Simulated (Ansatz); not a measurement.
**Element substitutions in Ta**

The parent structure is Ta in the bcc (W type) structure (space group Im-3m, No. 229; a = 3.282 Å).

Each row replaces one element on all its sites; cell and atoms are relaxed.

All numbers come from DFT with PBEsol, PAW potentials and a 420 eV plane-wave cutoff in Ansatz (a program for electronic structure), spin-orbit coupling left out, earlier PAW set.

Candidates:
(a) Ta → Al
(b) Ta → Nb
(c) Ta → V

For the base:

The volume per atom is 17.67 Å³.

Q: Order them by volume per atom, lowest first.

A: (c) Ta → V (12.95 Å³), (a) Ta → Al (16.58 Å³), (b) Ta → Nb (17.50 Å³)

Stability against distortions was not tested. For Al in this form, whether it has been made was not checked. Seeded moments were not kept for Ta → V. The final runs are not spin-polarised. This is not the structure that Al has at room temperature and ambient pressure.
